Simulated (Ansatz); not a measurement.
## Formation enthalpy of WGe (model structure, started from the CsCl type, Pm-3m, No. 221, 2 atoms in the cell) at several levels of theory

No measured value is used here.

```tsv
level (code)	value (eV/atom)
PBE (Ansatz)	___
PBEsol (Ansatz)	0.335
PBE-D3(BJ) (Ansatz)	0.334
r²SCAN (Ansatz)	0.511
HSE06 (Ansatz)	___
PBE0 (Ansatz)	0.545
```

Q: What belongs in the gaps?

A: 
- PBE (Ansatz, an electronic-structure program), value (eV/atom): 0.420
- HSE06 (Ansatz), value (eV/atom): 0.519

Density-functional levels without +SOC have no spin–orbit coupling, which shifts binding energies of heavy elements. HSE06, PBE0: exact exchange on metals is sensitive to the k mesh and can open a false gap. HSE06, PBE0: the run warned that the count of filled bands differs between k points. Values are at the level's own equilibrium cell; HSE06 at the r²SCAN cell; PBE0 at the r²SCAN cell. Ansatz's density-functional and Hartree–Fock values are scalar-relativistic unless marked +SOC, with PAW data made under PBE.

A model structure was made by putting elements into a prototype or built by hand; it is no filed structure, need not be a known phase, and can be a saddle point held by its symmetry.
